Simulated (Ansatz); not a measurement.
Ansatz (a quantum-chemistry and plane-wave program) run on CoAuO2 (P3m1, 8 atoms in the cell): self-consistent single point.

Computed with PBEsol, default PAW files made with PBE (plane waves; Ansatz).

```
CoAuO2
1.0
    2.87019     0.00000     0.00000
   -1.43509     2.48565     0.00000
    0.00000     0.00000    12.11167
Co Au O
2 2 4
Direct
  0.00000   0.00000   0.00413
  0.00000   0.00000   0.50000
  0.66667   0.33333   0.75000
  0.33333   0.66667   0.25000
  0.33333   0.66667   0.42187
  0.66667   0.33333   0.57813
  0.66667   0.33333   0.92187
  0.33333   0.66667   0.07813
```

Reference input (self-consistent single point, DFT, PBEsol, plane waves, default PAW files made with PBE): basis.ecutwfc = 30.9 Ry; kpoints.mp_grid.grid = 13 13 3; hamiltonian.xc = pbesol; hamiltonian.pseudopotentials = {kind: paw} (the program's default PAW files); scf.occupations.method = gaussian; scf.occupations.width = 0.0073 Ry. This run's input differs from it in these lines:

Ansatz 0.2 input:
```diff
@@ -23,3 +23,3 @@
 scf:
-  occupations: { method: gaussian, width: 0.0073 Ry }
+  occupations: { method: gaussian, width: 0.0367 Ry }
 output:
```

The program printed (abridged):

```
SCF iter   1: F=—  HF=-38439.655324 eV  |F-HF|=—  |Δ(HF+E_count)|=         —  Δρ=1.96e-2  dr2=2.36e-1  ethr=1.77e-3  ⟨swp⟩=5.2  Hψ=10839  notcnv=0
all-band conjugate gradients solve this SCF's bands
preconditioner: auto → LDOS
SCF iter   2: F=—  HF=-38439.643853 eV  |F-HF|=—  |Δ(HF+E_count)|=   1.15e-2  Δρ=1.64e-2  dr2=1.41e-1  ethr=2.46e-4  ⟨swp⟩=2.0  Hψ=6304  notcnv=0
   [... lines left out ...]
SCF iter   6: F=—  HF=-38439.594153 eV  |F-HF|=—  |Δ(HF+E_count)|=   1.30e-5  Δρ=1.08e-4  dr2=2.27e-5  ethr=1.57e-7  ⟨swp⟩=1.0  Hψ=3224  notcnv=0
SCF iter   7: F=—  HF=-38439.594166 eV  |F-HF|=—  |Δ(HF+E_count)|=   1.25e-5  Δρ=4.94e-5  dr2=2.22e-6  ethr=2.36e-8  ⟨swp⟩=2.2  Hψ=5721  notcnv=0
SCF iter   8: F=—  HF=-38439.594166 eV  |F-HF|=—  |Δ(HF+E_count)|=   1.69e-7  Δρ=2.11e-5  dr2=5.20e-7  ethr=2.31e-9  ⟨swp⟩=2.3  Hψ=4501  notcnv=0
SCF iter   9: F=-38439.594166 eV  HF=-38439.594166 eV  |F-HF|=3.02e-8  |Δ(HF+E_count)|=   2.20e-8  Δρ=9.49e-6  dr2=4.65e-8  ethr=1.04e-10  ⟨swp⟩=8.3  Hψ=13880  notcnv=0
SCF 1 converged in 9 iterations: F = -38439.594166 eV  dr2 = 4.65e-8
Free energy (F): -38439.594166 eV
Internal energy: -38439.305459 eV  (E = F + TS)
E sigma→0 (E₀):  -38439.449812 eV
Entropy (-TS):   -0.288707 eV (-36.088 meV/atom)
Fermi energy:    15.438237 eV
--- Forces (eV/Å), atoms counted from 1 ---
  atom   1  Co     0.00000000     0.00000000    -1.27133020
  atom   2  Co    -0.00000000     0.00000000    -0.00172053
  atom   3  Au     0.00000000    -0.00000000     0.10849831
  atom   4  Au    -0.00000000     0.00000000     0.10482373
  atom   5  O     -0.00000000    -0.00000000     0.18619484
  atom   6  O      0.00000000     0.00000000    -0.16177879
  atom   7  O      0.00000000     0.00000000     0.65656121
  atom   8  O     -0.00000000    -0.00000000     0.37867943
--- Stress (GPa, compression-positive) ---
       -0.621490       0.000000      -0.000000
       -0.000000      -0.621490      -0.000000
       -0.000000      -0.000000       1.170194
  P = ⅓ Tr σ = -0.0243 GPa (-0.243 kbar)
  The stress holds the Pulay correction. Without it, at fixed plane waves, as pw.x and ABINIT print it: P = -0.7121 GPa
```

The run converged in 9 iterations. Against the reference run the free energy goes down by 12.9 meV/atom, the pressure goes from -0.58 to -0.02 GPa and the largest force goes from 1.298 to 1.271 eV/Å.

The starting cell comes from a database of computed structures (which also holds hypothetical and non-ambient phases and stackings), without a prior relaxation at this level. Its lattice was rescaled by up to half a per cent. One atom was moved a little off its site on purpose. Spin-orbit coupling is off. Spin polarisation is off, so a magnetic state, if there is one, cannot be reached. Forces in this geometry exceed 1 eV/Å. Ansatz's pressure includes its estimate of the finite-basis (Pulay) stress. Without the estimate this run gives -0.71 GPa.
